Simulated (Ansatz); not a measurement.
Start from BaTiO3 in the cubic perovskite structure (space group Pm-3m, No. 221; a = 3.994 Å).

Now apply this change: an isotropic linear strain of +5.49 %, atoms relaxed at fixed cell.

Level of theory: r2SCAN/PAW in Ansatz (a program for electronic structure), no spin-orbit coupling.

Base, band edges from the VBM (valence, conduction): M -0.05, 3.90; R 0.00, 4.59; X -0.70, 2.30; Γ -0.11, 2.17 eV.

Task: Give the band edges at the high-symmetry points of the new zone, measured from its valence-band maximum.

Result: 
```tsv
point	valence edge (eV)	conduction edge (eV)
Γ	-0.23	1.77
X	-0.68	1.85
M	-0.04	3.07
R	0.00	3.59
```

The gap is 1.77 eV, indirect, R → Γ.

Whether these cells are dynamically stable was not tested. All final runs are without spin polarisation. Many cubic perovskites are stable only at high temperature; tilts and polar distortions were not tested. This is not the structure that BaTiO3 has at room temperature and ambient pressure.
